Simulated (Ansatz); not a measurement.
The reference is MgB$_{2}$ (space group P6/mmm, No. 191; a = 3.064 Å, c = 3.498 Å; relaxed with 0.1 eV smearing). Axes: x lies along a and z along c of the hexagonal cell.

Method: PBEsol (Ansatz, a quantum-chemistry and plane-wave program), spin-orbit coupling left out.

For the base:

| Quantity | Result |
|---|---|
| Pressure | 0.0 GPa |

It is then changed as follows: uniaxial strain ε_xx = −1.00 %, all other strain components held at zero, atoms relaxed at fixed cell.

Question: What happens to the pressure?

Answer: The pressure (mean of the normal stresses, compression positive) goes from zero to 1.8 GPa.

No phonon test of stability was made. All final runs are without spin polarisation.
